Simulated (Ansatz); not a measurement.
Take SnO$_{2}$ in the rutile structure (space group P4_2/mnm, No. 136; a = 4.760 Å, c = 3.201 Å) as the base.

Structures relaxed with r2SCAN in Ansatz (plane waves to 500 eV, PAW, no spin-orbit coupling).

Base:

Simulated powder pattern, Cu Kα1, λ = 1.54056 Å (kinematic, ideal powder, no thermal factors, no anomalous dispersion; the 10 strongest lines at most, above 2 %, up to 2θ = 90°):

```
2θ (°)  I/Imax (%)    hkl
------  ----------  -----
26.46          100  (110)
33.72           81  (101)
37.77           23  (200)
51.52           66  (211)
54.48           16  (220)
61.56           15  (310)
64.41           15  (112)
65.62           19  (301)
78.27           12  (321)
89.26           11  (312)
```

Now apply this change: a hydrostatic pressure of 45 GPa.

After the change:

Simulated powder pattern, Cu Kα1, λ = 1.54056 Å (kinematic, ideal powder, no thermal factors, no anomalous dispersion; the 10 strongest lines at most, above 2 %, up to 2θ = 90°):

```json
[
 {"2θ (°)": "28.17", "d (Å)": "3.165", "I/Imax (%)": "100", "hkl": "(110)"},
 {"2θ (°)": "35.13", "d (Å)": "2.552", "I/Imax (%)": "85", "hkl": "(101)"},
 {"2θ (°)": "40.26", "d (Å)": "2.238", "I/Imax (%)": "22", "hkl": "(200)"},
 {"2θ (°)": "54.48", "d (Å)": "1.683", "I/Imax (%)": "65", "hkl": "(211)"},
 {"2θ (°)": "58.25", "d (Å)": "1.583", "I/Imax (%)": "15", "hkl": "(220)"},
 {"2θ (°)": "65.93", "d (Å)": "1.416", "I/Imax (%)": "14", "hkl": "(310)"},
 {"2θ (°)": "67.06", "d (Å)": "1.395", "I/Imax (%)": "16", "hkl": "(112)"},
 {"2θ (°)": "69.87", "d (Å)": "1.345", "I/Imax (%)": "19", "hkl": "(301)"},
 {"2θ (°)": "83.84", "d (Å)": "1.153", "I/Imax (%)": "13", "hkl": "(321)"},
 {"2θ (°)": "88.02", "d (Å)": "1.109", "I/Imax (%)": "9.2", "hkl": "(222)"}
]
```

The indices refer to the base's conventional cell; one index is shown for lines that coincide.

Load acts through the strain it causes; cell and atoms are relaxed under it. Stability against distortions was not tested. Competing high-pressure phases were not computed.

Ansatz is a first-principles code.
